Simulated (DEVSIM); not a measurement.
System: CdS/CdTe n-p heterojunction, at 300 K.

```tsv
layer (left to right)	material	thickness (μm)	Nd (cm⁻³)	Na (cm⁻³)	τn (s)	τp (s)
1	CdS	0.450	5.6e17	-	6.9e-10	6.9e-10
2	CdTe	0.810	-	2.7e17	6.9e-10	6.9e-10
```

Left contact: ohmic. Right contact: ohmic. Voltage is applied to the left contact. Recombination: SRH at mid-gap. Mobility is μmin + (μ − μmin)/(1 + (N/Nref)^α).

This is a model device: material constants are rounded textbook-type values typed into the input, and sizes, dopings and lifetimes were drawn at random. Values at 300 K.

| parameter | CdS | CdTe |
|---|---|---|
| gap (eV) | 2.4 | 1.5 |
| affinity (eV) | 4.3 | 4.28 |
| permittivity | 9 | 10.2 |
| Nc (cm⁻³) | 2.2e18 | 8e17 |
| Nv (cm⁻³) | 1.8e19 | 1.8e19 |
| μn (cm²/Vs) | 300 | 1000 |
| μp (cm²/Vs) | 25 | 80 |
| μn,min | 30 | 100 |
| μp,min | 3 | 10 |
| Nref,n | 1e17 | 1e17 |
| Nref,p | 1e17 | 1e17 |
| αn | 0.6 | 0.6 |
| αp | 0.6 | 0.6 |

Simulated with DEVSIM: 1D drift-diffusion, Boltzmann statistics, complete ionisation; no tunnelling, impact ionisation, image-force lowering or self-heating. Band offsets follow the typed affinities; no thermionic-emission limit at abrupt steps, no polarisation charge.

Tabulate band edges, carrier densities and field at -1.1 V on the left contact.

Energies count from the Fermi level of the right contact; mesh points crowd at the junctions.

```csv
x (μm),Ec (eV),Ev (eV),n (cm⁻³),p (cm⁻³),field (V/cm)
0.000,1.135,-1.265,5.6e17,< 1e2,≈ 0
0.005164,1.135,-1.265,5.6e17,< 1e2,≈ 0
0.01576,1.135,-1.265,5.6e17,< 1e2,≈ 0
0.03750,1.135,-1.265,5.6e17,< 1e2,≈ 0
0.1057,1.135,-1.265,5.6e17,< 1e2,≈ 0
0.2220,1.135,-1.265,5.6e17,< 1e2,≈ 0
0.3383,1.135,-1.265,5.6e17,< 1e2,≈ 0
0.4102,1.135,-1.265,5.6e17,< 1e2,85
0.4331,1.140,-1.260,4.7e17,< 1e2,9400
0.4443,1.174,-1.226,1.3e17,< 1e2,64000
0.4497,1.223,-1.177,1.9e16,< 1e2,120000
0.4569,1.309,-0.191,2.4e14,1.1e16,74000
0.4695,1.370,-0.130,2.3e13,1.2e17,26000
0.4955,1.391,-0.109,1.0e13,2.6e17,990
0.5778,1.391,-0.109,8.5e12,2.7e17,≈ 0
0.7193,1.391,-0.109,6.5e12,2.7e17,≈ 0
0.9680,1.391,-0.109,3.4e12,2.7e17,≈ 0
1.121,1.391,-0.109,1.6e12,2.7e17,≈ 0
1.210,1.391,-0.109,5.6e11,2.7e17,≈ 0
1.238,1.391,-0.109,2.4e11,2.7e17,≈ 0
1.252,1.391,-0.109,8.9e10,2.7e17,≈ 0
1.260,1.391,-0.109,< 1e2,2.7e17,≈ 0
```
